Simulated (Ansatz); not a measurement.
## Several settings converged on Fe3Si (I4mm, 4 atoms in the cell)

```yaml
crystal:
  lattice:
    - [0.00000, 2.79963, 2.79963]
    - [2.79963, 0.00000, 2.79963]
    - [2.79963, 2.79963, 0.00000]
  atoms:
    - { symbol: Fe, position: [0.75000, 0.75000, 0.75000], spin: 4.0 }
    - { symbol: Fe, position: [0.25000, 0.25000, 0.25000], spin: 4.0 }
    - { symbol: Fe, position: [0.50893, 0.50893, 0.49107], spin: 4.0 }
    - { symbol: Si, position: [0.00000, 0.00000, 0.00000] }
```
(The spins are starting values, not results.)

Base method: PBEsol, default PAW files made with PBE (plane waves; Ansatz, a first-principles code).

Base settings: basis.ecutwfc = 30.9 Ry; kpoints.mp_grid.grid = 6 6 6; hamiltonian.xc = pbesol; hamiltonian.pseudopotentials = {kind: paw} (the program's default PAW files); magnetization.spin_polarized = true; scf.occupations.method = gaussian; scf.occupations.width = 0.0073 Ry.

The count of work is k-points × plane waves × bands × iterations; it is no time. 

**The cutoff for other potential files**

Level: DFT, PBEsol, plane waves, harder PAW files (source: ansatz) made with PBE.

In this ladder: hamiltonian.pseudopotentials = {kind: paw, source: ansatz}.

The second cell is the first with its lattice scaled by 0.98.

The mesh stays at the base's, so the ladder's end is converged at best in this setting alone.

The first pressure column holds Ansatz's estimate of the finite-basis (Pulay) stress, which hides part of the cutoff error; the other is without it.

Only quantities that move along the ladder and can be compared are tabulated.

| basis.ecutwfc | free energy less the last step's (meV/atom) | energy of the compressed cell less the first (meV/atom) | pressure (GPa) | pressure without the Pulay estimate (GPa) | largest difference of a force vector from the last step's (eV/Å) | count of work / last |
|---|---|---|---|---|---|---|
| 27.9 Ry | 4603.57 | -32.17 | -24.40 | -292.92 | 0.176 | 0.11 |
| 34.2 Ry | 1127.72 | -3.64 | -8.91 | -95.67 | 0.108 | 0.14 |
| 43.4 Ry | 120.38 | -6.38 | -8.42 | -21.69 | 0.004 | 0.21 |
| 52.6 Ry | 8.69 | -6.74 | -8.05 | -9.49 | 0.001 | 0.28 |
| 62.1 Ry | 0.33 | -6.56 | -8.02 | -8.08 | 0.000 | 0.36 |
| 74.6 Ry | 0.06 | -6.55 | -8.02 | -8.02 | 0.000 | 0.47 |
| 93 Ry | 0.03 | -6.56 | -8.02 | -8.02 | 0.000 | 0.65 |
| 124.2 Ry | 0.00 | -6.56 | -8.02 | -8.02 | 0.000 | 1.0 |

Coarsest basis.ecutwfc that holds the forces within 0.005 eV/Å of the last step, with all finer ones: 43.4 Ry, at 0.21 of the last step's count of work; the step before is off by 0.11 eV/Å.

Coarsest basis.ecutwfc that holds the pressure within 1 GPa of the last step, with all finer ones: 34.2 Ry, at 0.14 of the last step's count of work; the step before is off by 16 GPa.

Coarsest basis.ecutwfc that holds the energy of the compressed cell less the first within 0.2 meV/atom of the last step, with all finer ones: 43.4 Ry, at 0.21 of the last step's count of work; the step before is off by 2.9 meV/atom.

The energy difference between the two cells stays within 1 meV/atom of the last step's from 43.4 Ry on, the total only from 62.1 Ry on: much of the error is common to both cells and cancels.

At the lowest cutoff the pressure without the Pulay estimate lies 285 GPa under the last step's, the usual sign of Pulay stress in an incomplete plane-wave basis.

**The density cutoff**

The mesh stays at the base's, so the ladder's end is converged at best in this setting alone.

Only quantities that move along the ladder and can be compared are tabulated.

| basis.ecutrho_ratio | free energy less the last step's (meV/atom) | pressure (GPa) |
|---|---|---|
| 2 | -0.86 | -7.86 |
| 3 | -0.04 | -7.99 |
| 4 | -0.02 | -7.99 |
| 5 | -0.01 | -7.99 |
| 6 | 0.00 | -7.99 |
| 8 | 0.00 | -7.99 |
| 10 | 0.00 | -7.99 |
| 12 | 0.00 | -7.99 |
| 16 | 0.00 | -7.99 |

Coarsest basis.ecutrho_ratio that holds the free energy within 0.5 meV/atom of the last step, with all finer ones: 3; the step before is off by 0.86 meV/atom.

Coarsest basis.ecutrho_ratio that holds the pressure within 0.05 GPa of the last step, with all finer ones: 3; the step before is off by 0.13 GPa.

**The relaxed cell against the cutoff**

On Fe₃Si (Fm-3m, 4 atoms in the cell): atoms on their sites.

In this ladder: relax = cell and atoms.

The mesh stays at the base's, so the ladder's end is converged at best in this setting alone.

Only quantities that move along the ladder and can be compared are tabulated.

```csv
basis.ecutwfc,relaxed volume (Å³/atom),relaxation steps
26.1 Ry,10.585,8
30.9 Ry,10.564,5
37.1 Ry,10.564,5
46.3 Ry,10.563,5
61.7 Ry,10.563,5
```

Coarsest basis.ecutwfc that holds the relaxed volume within 0.011 Å³/atom of the last step, with all finer ones: 30.9 Ry; the step before is off by 0.022 Å³/atom.

At the lowest cutoff the cell relaxes to a volume 0.2 % larger than at the highest. Ansatz relaxes on a stress corrected for the finite basis.

On the base run: the starting cell comes from a database of computed structures (which also holds hypothetical and non-ambient phases and stackings), without a prior relaxation at this level. Its lattice was rescaled by up to half a per cent. One atom was moved a little off its site on purpose. The magnetic order is the one reached from the typed start; others were not searched systematically.

Left out of this page: 1 run of the series stopped by limits of time or memory; 2 runs of the series failed or unconverged.

Keys are those of Ansatz 0.2.
